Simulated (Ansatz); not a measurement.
Structures of equal composition on the (111) surface of fcc Rh: a layer of Ti in place of the second plane; a layer of Ti in place of the third plane. The slabs share one bottom face, and each structure is named by its start. These are constructed structures in small cells; real faces may alloy, dewet or reconstruct in larger ones, and not all known structures of the face are among them. Slabs of about 11 Å, Fermi-Dirac smearing of 0.1 eV. Bottom of the slabs: a bare face, its two planes held. Relaxed from the named starts with such symmetry as they have, on meshes of like density; energies extrapolated to zero smearing; spin only where a row says so; no spin-orbit coupling, no U. Brackets mark spin-polarised runs, whose order is one that fits the cell.

Calculation: PBE (plane waves to 420 eV, PAW; Ansatz, a quantum-chemistry and plane-wave program).

Task: Rank these by energy per 1x1 cell (lowest first), as PBE gives it.

Result: a layer of Ti in place of the second plane (0.000 eV), a layer of Ti in place of the third plane (0.587 eV)
